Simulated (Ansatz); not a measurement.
## Effect of Si → Mg on SiSe2

The parent structure is SiSe2 (space group Ibam, No. 72; a = 6.301 Å, b = 9.302 Å, c = 5.856 Å; made of chains).

The change: Mg takes the place of Si on all its sites; the structure is relaxed again.

Method: Ansatz (a quantum-chemistry and plane-wave program) PBEsol, no SOC. Settings: 11×11×11 k-points, 0.05 eV Fermi–Dirac smearing, for the changed cell.

| quantity | base | changed | shift |
|---|---|---|---|
| volume per atom | 28.60 Å³ | 24.36 Å³ | -4.24 Å³ |
| density | 3.60 g/cm³ | 4.14 g/cm³ | +0.54 g/cm³ |
| space group | Ibam (No. 72) | Ibam (No. 72) | – |
| band gap (uncertain: the edges found look like a band crossing or inverted bands; the changed cell) | 1.65 eV | 0.21 eV | -1.44 eV |

Final structure:

```xyz
6
Lattice="-2.5711 3.8304 3.7104 2.5711 -3.8304 3.7104 2.5711 3.8304 -3.7104" Properties=species:S:1:pos:R:3 pbc="T T T"
Se     1.6869     2.1960     0.0000
Se     0.8843     6.0264     0.0000
Se     1.6869    -2.1960     3.7104
Se     0.8843     1.6344     3.7104
Mg     0.0000     0.0000     1.8552
Mg     0.0000     0.0000     5.5657
```

Cost of the whole job for the changed cell (relaxation, final SCF and bands): about 11 core-minutes (a rough figure).

Whether these cells are dynamically stable was not tested. As relaxed here, MgSe2 is a hypothetical phase, not in the database extracts checked. No dispersion term is included in the PBEsol runs. A zero or small gap of MgSe2 can be the functional's error rather than a property of the material.
